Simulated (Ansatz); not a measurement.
# Si: Si → Tl

Base system: Si (space group P6_3/mmc, No. 194; a = 3.832 Å, c = 6.342 Å; a cell from a computed database, its experimental status unchecked).

Perturbation: full substitution Si → Tl; the structure is relaxed again.

Method: Kohn–Sham DFT with the r2SCAN functional, run in Ansatz (a program for electronic structure) with PAW and 500 eV plane waves, scalar-relativistic without spin-orbit coupling, earlier PAW set. Γ-centred 10×10×15 mesh, Fermi–Dirac width 0.05 eV, for the changed cell.

| quantity | base | changed | shift |
|---|---|---|---|
| volume per atom | 20.16 Å³ | 38.61 Å³ | +18.45 Å³ |
| density | 2.31 g/cm³ | 8.79 g/cm³ | +6.48 g/cm³ |
| space group | P6_3/mmc (No. 194) | P6/mmm (No. 191) | – |
| shortest interatomic distance | 2.353 Å | 3.049 Å | +0.696 Å |
| band gap | 0.61 eV | zero | – |

Final structure:

```xyz
2
Lattice="5.2812 0.0000 0.0000 -2.6406 4.5737 0.0000 0.0000 0.0000 3.1973" Properties=species:S:1:pos:R:3 pbc="T T T"
Tl     0.0000     3.0491     0.0000
Tl     2.6406     1.5246     0.0000
```

No phonon test of stability was made. As relaxed here, Tl is a hypothetical phase, not in the database extracts checked. This is not the structure that Si has at room temperature and ambient pressure.
